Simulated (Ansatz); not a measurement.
Pd under a change: pressure 4.5 GPa

Start from Pd in the fcc (Cu type) structure (space group Fm-3m, No. 225; a = 3.876 Å).

One thing is altered: cell and atoms relaxed at a pressure of 4.5 GPa.

Method: PBEsol (Ansatz, a first-principles code; PAW; 420 eV plane waves; no SOC). Γ-centred 21×21×21 mesh, Fermi–Dirac width 0.05 eV.

```tsv
quantity	base	changed	shift
volume per atom	14.55 Å³	14.25 Å³	-0.30 Å³
density	12.14 g/cm³	12.40 g/cm³	+0.26 g/cm³
lattice parameter a	3.876 Å	3.849 Å	-0.027 Å
shortest interatomic distance	2.741 Å	2.722 Å	-0.019 Å
enthalpy H = E + PV relative to the base's energy	–	+0.40 eV/atom	–
band gap	zero	zero	–
```

Cost of the whole job for the changed cell (relaxation, final SCF and bands): about 19 core-seconds (a rough figure).

Load acts through the strain it causes; cell and atoms are relaxed under it. Whether these cells are dynamically stable was not tested. All final runs are without spin polarisation.
